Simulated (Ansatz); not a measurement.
C (Fd-3m) under hydrostatic pressure (compression positive): band gap by r2SCAN, rigid bands (plane waves, PAW, scalar-relativistic; Ansatz, a quantum-chemistry and plane-wave program). The unloaded cell, whose axes the loads refer to:

```xyz
2
Lattice="0.0000 1.7769 1.7769 1.7769 0.0000 1.7769 1.7769 1.7769 0.0000" Properties=species:S:1:pos:R:3 pbc="T T T"
C      0.0000     0.0000     0.0000
C      0.8885     0.8885     0.8885
```

```json
[
 {"hydrostatic pressure (compression positive) (GPa)": "-22", "volume per atom (Å³)": "5.92", "band gap (eV)": "4.25"},
 {"hydrostatic pressure (compression positive) (GPa)": "-11", "volume per atom (Å³)": "5.76", "band gap (eV)": "?"},
 {"hydrostatic pressure (compression positive) (GPa)": "0", "volume per atom (Å³)": "5.61", "band gap (eV)": "4.38"},
 {"hydrostatic pressure (compression positive) (GPa)": "11", "volume per atom (Å³)": "5.48", "band gap (eV)": "4.43"},
 {"hydrostatic pressure (compression positive) (GPa)": "22", "volume per atom (Å³)": "5.36", "band gap (eV)": "4.48"}
]
```

Q: Fit a straight line to band gap against the load over the rows given, and predict the row at -11 GPa.

A: The means are x̄ = 2.750 GPa and ȳ = 4.3850; Σ(x − x̄)(y − ȳ) = 5.555 and Σ(x − x̄)² = 1059, so the slope is 5.25 meV per GPa, and the rows given lie within 9.4 meV of the line. At -11 GPa the line gives 4.31 eV; the calculation gives 4.31 eV, 0.066 % from it.

Q: With all rows, what volume deformation potential dE_g/d ln V follows?

A: A line through E_g against ln V has the slope -2.3 eV, so the gap opens under compression.

Spin-orbit coupling is left out. Stresses and pressures are the targets of the relaxation. Gaps are resolved to about 0.01 eV. The structure type is held at every load. Geometry: cell and atoms relaxed with PBEsol.
